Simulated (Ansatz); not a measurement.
CO₂ (P4₂/mnm, No. 136, 6 atoms in the cell; start mp-644607; another space group than a measured phase of this formula), treated with PBEsol (PAW; Ansatz, a quantum-chemistry and plane-wave program).

Settings: plane-wave cutoff 520 eV, 8×8×8 k mesh, Fermi–Dirac smearing 0.01 eV, scalar-relativistic PAW data made under PBE.

Cell (relaxed with PBE-D3(BJ)):

```xyz
6
Lattice="4.4402 0.0000 0.0000 0.0000 4.4402 0.0000 0.0000 0.0000 4.7861" Properties=species:S:1:pos:R:3 pbc="T T T"
C      2.2201     2.2201     2.3930
C      0.0000     0.0000     0.0000
O      1.3935     3.0468     2.3930
O      3.0468     1.3935     2.3930
O      3.6136     3.6136     0.0000
O      0.8266     0.8266     0.0000
```

Problem. Estimate the band gap and smallest direct gap on the k points sampled that the calculation returns.

Solution. 
* **band gap**: 6.53 eV (indirect)
* **smallest direct gap on the k points sampled**: 6.87 eV

Note: cell and atoms aren't relaxed at this level (largest force component 0.17 eV/Å, pressure -0.4 GPa).

The computed numbers hold no vibrational or temperature effects.

A start named mp-… is a Materials Project structure, which need not be a measured phase.
